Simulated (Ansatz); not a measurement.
Response to strain in SrTiO3

Base system: SrTiO3 in the cubic perovskite structure (space group Pm-3m, No. 221).

```cif
data_O3SrTi
_chemical_formula_sum 'Sr1 Ti1 O3'
_space_group_name_H-M_alt 'Pm-3m'
_space_group_IT_number 221
_space_group_name_Hall '-P 4 2 3'
_cell_length_a 3.93649
_cell_length_b 3.93649
_cell_length_c 3.93649
_cell_angle_alpha 90.000
_cell_angle_beta 90.000
_cell_angle_gamma 90.000
loop_
_atom_site_label
_atom_site_type_symbol
_atom_site_symmetry_multiplicity
_atom_site_Wyckoff_symbol
_atom_site_fract_x
_atom_site_fract_y
_atom_site_fract_z
_atom_site_occupancy
Sr1 Sr 1 a 0.00000 0.00000 0.00000 1
Ti1 Ti 1 b 0.50000 0.50000 0.50000 1
O1 O 3 c 0.00000 0.50000 0.50000 1
```

Strains are applied to the cell and any free atomic positions relax.

Calculations: PBE (Ansatz, a first-principles code, PAW, no spin-orbit coupling), earlier PAW set.

Candidates:
(a) isotropic strain +0.87 %
(b) isotropic strain −0.72 %
(c) isotropic strain +3.08 %

For the base:

The smallest direct gap comes out as 2.20 eV.

Q: Order them by smallest direct gap, highest first.

A: (b) isotropic strain −0.72 % (2.23 eV), (a) isotropic strain +0.87 % (2.16 eV), (c) isotropic strain +3.08 % (2.05 eV)

No phonon test of stability was made. The final runs are not spin-polarised. Many cubic perovskites are stable only at high temperature; tilts and polar distortions were not tested.
